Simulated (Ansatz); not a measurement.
**Quick settings and what they miss: TePb (Fm-3m, 2 atoms in the cell)**

Self-consistent single point.

```
TePb
1.0
    0.00000     3.30720     3.30720
    3.30720     0.00000     3.30720
    3.30720     3.30720     0.00000
Te Pb
1 1
Direct
  0.00000   0.00000   0.00000
  0.50000   0.50000   0.50000
```

Method of the run: LDA (PW92), PAW files made with PBE (plane waves; Ansatz, a program for electronic structure).

Base settings: basis.ecutwfc = 420 eV; kpoints.mp_grid.grid = 7 7 7; hamiltonian.xc = lda; hamiltonian.pseudopotentials = {kind: paw} (the program's default PAW files); scf.occupations.method = fixed.

Tight run (finer mesh or higher cutoff; not a proven limit): basis.ecutwfc: 420 eV → 590 eV; kpoints.mp_grid.grid: 7 7 7 → 10 10 10; scf.convergence.dr2_threshold: default (1e-07 eV) → 1e-09 eV. It gave top of the valence band (on the code's own zero) 7.33 eV; gap on the k-point mesh 0.78 eV; pressure -4.12 GPa.

Quick runs, as changes from the base:
- A: the base itself
- B: basis.ecutwfc: 420 eV → 295 eV; kpoints.mp_grid.grid: 7 7 7 → 8 8 8; hamiltonian.xc: lda → pbesol [PBEsol]
- C: basis.ecutwfc: 420 eV → 210 eV; kpoints.mp_grid.grid: 7 7 7 → 8 8 8; hamiltonian.xc: lda → pbesol; scf.convergence.dr2_threshold: default (1e-07 eV) → 0.0001 eV [PBEsol]
- D: kpoints.mp_grid.grid: 7 7 7 → 4 4 4
- E: basis.ecutwfc: 420 eV → 250 eV; kpoints.mp_grid.grid: 7 7 7 → 3 3 3; scf.occupations.method: fixed → gaussian; scf.occupations.width: default → 0.272 eV
- F: basis.ecutwfc: 420 eV → 335 eV; kpoints.mp_grid.grid: 7 7 7 → 2 2 2; hamiltonian.xc: lda → pbesol; scf.convergence.dr2_threshold: default (1e-07 eV) → 0.0001 eV [PBEsol]
- G: kpoints.mp_grid.grid: 7 7 7 → 4 4 4; hamiltonian.xc: lda → b3lyp [B3LYP]
- H: kpoints.mp_grid.grid: 7 7 7 → 3 3 3; hamiltonian.xc: lda → hse06 [HSE06]

Dashes: gap of A, E, H, left out as unsure on this mesh or at this smearing; energy of B, C, F, G, H, another energy zero; count of G, H, another kind of functional, whose work the count does not hold.

Gaps are read on each run's own mesh, which may miss the band edges.

† marks runs with another functional, U, potentials or spin treatment: their distance from the tight run is not a convergence error alone.

The count of work is k-points × plane waves × bands × iterations; it is no time. 

Pressures in the table are Ansatz's without its Pulay estimate, at a fixed set of plane waves; the tight run's value above holds the estimate.

The starting cell comes from a database of computed structures (which also holds hypothetical and non-ambient phases and stackings), without a prior relaxation at this level. Its lattice was rescaled by a random factor within 2.5 % of one. Spin-orbit coupling is off. In the base run, with a pressure of about -4 GPa the cell is away from its equilibrium volume at this level. A gap is left out here, as mesh or smearing make it unsure.

```csv
run,energy less tight (meV/atom),pressure less tight (GPa),gap on the mesh less tight (eV),count of work / tight
A,0.7,-0.04,–,0.22
B†,–,-1.92,0.026,0.20
C†,–,-97.98,0.094,0.10
D,5.0,-0.04,-0.001,0.088
E,608.6,-22.63,–,0.020
F†,–,6.82,-0.158,0.019
G†,–,4.96,0.969,–
H†,–,2.32,–,–
```

Among the runs at the tight run's level, the energy misses run from 0.7 to 608.6 meV/atom.

Keys are those of Ansatz 0.2.
